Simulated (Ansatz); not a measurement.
Results of G0W0@PBEsol (hard PAW, contour deformation, complete-basis limit; Ansatz, a quantum-chemistry and plane-wave program) for Si₃N₄ (model structure, started from the spinel Si type, Fd-3m, No. 227, 14 atoms in the cell).

Numerical settings: largest k mesh 8×8×8 (not extrapolated in the mesh).

Cell (relaxed with PBEsol):

```cif
data_N8Si6
_chemical_formula_sum 'Si6 N8'
_space_group_name_H-M_alt 'P 1'
_space_group_IT_number 1
_cell_length_a 5.47481
_cell_length_b 5.47481
_cell_length_c 5.47481
_cell_angle_alpha 60.000
_cell_angle_beta 60.000
_cell_angle_gamma 60.000
loop_
_space_group_symop_operation_xyz
  'x, y, z'
loop_
_atom_site_label
_atom_site_type_symbol
_atom_site_fract_x
_atom_site_fract_y
_atom_site_fract_z
_atom_site_occupancy
Si1 Si 0.62500 0.62500 0.62500 1
Si2 Si 0.12500 0.62500 0.62500 1
Si3 Si 0.62500 0.12500 0.62500 1
Si4 Si 0.62500 0.62500 0.12500 1
Si5 Si 0.25000 0.25000 0.25000 1
Si6 Si 0.00000 0.00000 0.00000 1
N1 N 0.86755 0.86755 0.86755 1
N2 N 0.39734 0.86755 0.86755 1
N3 N 0.86755 0.39734 0.86755 1
N4 N 0.86755 0.86755 0.39734 1
N5 N 0.38245 0.38245 0.38245 1
N6 N 0.85266 0.38245 0.38245 1
N7 N 0.38245 0.85266 0.38245 1
N8 N 0.38245 0.38245 0.85266 1
```

Task: What does this level give for the band gap?

Result: 
band gap: 5.18 eV (indirect)

Note: the relaxation could raise the start's symmetry but not lower it, so the cell can be a saddle point; the gap holds a correction of +0.52 eV to the complete basis.

Computed values are for the static lattice.

A model structure was made by putting elements into a prototype or built by hand; it is no filed structure, need not be a known phase, and can be a saddle point held by its symmetry.
